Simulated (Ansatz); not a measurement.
## Response to strain in Hf

Base system: Hf in the hcp (Mg type) structure (space group P6_3/mmc, No. 194; relaxed with 0.1 eV smearing).

```cif
data_Hf2
_chemical_formula_sum 'Hf2'
_space_group_name_H-M_alt 'P 1'
_space_group_IT_number 1
_cell_length_a 3.15810
_cell_length_b 3.15810
_cell_length_c 5.00450
_cell_angle_alpha 90.000
_cell_angle_beta 90.000
_cell_angle_gamma 120.000
loop_
_space_group_symop_operation_xyz
  'x, y, z'
loop_
_atom_site_label
_atom_site_type_symbol
_atom_site_fract_x
_atom_site_fract_y
_atom_site_fract_z
_atom_site_occupancy
Hf1 Hf 0.66667 0.33333 0.75000 1
Hf2 Hf 0.33333 0.66667 0.25000 1
```

Strains are applied to the cell and any free atomic positions relax.

Method: plane-wave PAW DFT at the PBEsol level (Ansatz, an electronic-structure program, 420 eV), without spin-orbit coupling.

Notes on the quantities. pressure: mean of the normal stresses, compression positive.

| isotropic strain (%) | pressure (GPa) |
|---|---|
| -3 | 12.1 |
| -2.5 | 9.8 |
| -2 | ? |
| -1.5 | 5.5 |
| -0.5 | 1.7 |
| 0 | 0.0 |
| 1 | -3.2 |
| 2.5 | -7.4 |
| 3 | -8.6 |

Fit P = P₀ − Bδ + Cδ² with δ = (1 + ε)³ − 1 to the rows shown and predict the withheld row.

Least squares on the printed values gives P₀ = 0.0 GPa, B = 116 GPa (at held cell shape), C = 257 GPa (largest residual 0.1 GPa); this predicts 7.7 GPa, and the run gives 7.6 GPa, in agreement.

No phonon test of stability was made. All final runs are without spin polarisation.
